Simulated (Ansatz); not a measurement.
The starting structures come from a database of crystals and need not be the phases stable at ambient conditions.

 Where the default PAW files enter, the runs use the earlier of Ansatz's two default sets.

```yaml
crystal:
  lattice:
    - [4.01132, 0.00000, 0.00000]
    - [-2.00566, 3.47391, 0.00000]
    - [2.00566, 1.15797, 6.54588]
  atoms:
    - { symbol: Al, position: [0.00048, 0.00024, 0.99928] }
    - { symbol: Ga, position: [0.99973, 0.49986, 0.50041] }
    - { symbol: As, position: [0.75031, 0.87516, 0.37453] }
    - { symbol: As, position: [0.74945, 0.37472, 0.87583] }
```

Space group of this cell: R3m. The cell is taken as given.

Calculation: r2SCAN (plane waves, PAW; Ansatz, a quantum-chemistry and plane-wave program).

The current runs along the normal of the first two printed vectors; no spin-orbit coupling. Scaled by the factor s: all lengths (ions clamped). Meshes 10×10×10 and 12×12 across the current in all rows.

```tsv
s	mean pressure (GPa)	band gap (eV)
0.98	5.2	1.65
1.00	0.0	1.35
1.02	-3.8	?
```

Task: Take the slope of the band gap against ln s from the two given rows, extrapolate to s = 1.02, and say what the run there gives.

Result: Slope = (1.65 − 1.35) / ln 0.98 = -14.8 eV. The line gives 1.35 + (-14.8) × ln 1.02 = 1.06 eV. The run gives 0.97 eV, 0.09 eV under the line, 29 % of the predicted step.
